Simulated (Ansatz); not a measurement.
Base system: AgCl in the rock salt structure (space group Fm-3m, No. 225).

```xyz
2
Lattice="0.0000 2.8057 2.8057 2.8057 0.0000 2.8057 2.8057 2.8057 0.0000" Properties=species:S:1:pos:R:3 pbc="T T T"
Ag     0.0000     0.0000     0.0000
Cl     2.8057     2.8057     2.8057
```

Method: PBE in Ansatz (plane waves to 420 eV, PAW, no spin-orbit coupling).

Before the change:

The band gap is 0.92 eV. The lattice parameter a comes out as 5.611 Å.

Now apply this change: cell and atoms relaxed at a pressure of 2.1 GPa.

What does the calculation give for the band gap after the change?

The band gap falls by 0.01 eV to 0.91 eV.

How does this affect the lattice parameter a?

The lattice parameter a decreases by 0.082 Å (5.611 Å → 5.529 Å).

Load acts through the strain it causes; cell and atoms are relaxed under it. Whether these cells are dynamically stable was not tested.

Ansatz is a program for electronic structure.
